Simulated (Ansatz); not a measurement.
# Effect of pressure 3 GPa on MoTe2

Start from MoTe$_{2}$ in the 2H-MoS2 type structure (space group P6_3/mmc, No. 194; a = 3.434 Å, c = 13.330 Å; layered, stacked along the Cartesian z axis).

The change: a hydrostatic pressure of 3 GPa.

Computed with Kohn–Sham DFT with the PBEsol-D3(BJ) functional, run in Ansatz (a quantum-chemistry and plane-wave program) with PAW and 420 eV plane waves, spin-orbit coupling left out. k-mesh 11×11×3 (Γ-centred); smearing 0.05 eV (Fermi–Dirac).

```tsv
quantity	base	changed	shift
density	8.57 g/cm³	8.93 g/cm³	+0.36 g/cm³
lattice parameter a	343.4 pm	339.4 pm	-4.0 pm
c/a ratio	3.882	3.858	-0.024
shortest interatomic distance	268.8 pm	267.5 pm	-1.36 pm
enthalpy H = E + PV relative to the base's energy	–	+0.42 eV/atom	–
band gap	0.33 eV	0.10 eV	-0.23 eV
smallest direct gap	0.79 eV	0.59 eV	-0.193 eV
width of the top valence band	1.19 eV	1.40 eV	+0.21 eV
```

Final structure:

```
CELL_PARAMETERS angstrom
      3.39411     0.00000     0.00000
     -1.69705     2.93938     0.00000
      0.00000     0.00000    13.09291
ATOMIC_POSITIONS crystal
  Mo 0.33333 0.66667 0.75000
  Mo 0.66667 0.33333 0.25000
  Te 0.33333 0.66667 0.11095
  Te 0.66667 0.33333 0.61095
  Te 0.66667 0.33333 0.88905
  Te 0.33333 0.66667 0.38905
```

Spin-orbit coupling, missing from the scalar runs, can matter with Te. Load acts through the strain it causes; cell and atoms are relaxed under it. No phonon test of stability was made. The program warned that a D3 coordination switch lies within reach, so dispersion energies are less smooth here. The zero or small gap of MoTe2 under pressure 3 GPa can change with the level of theory.
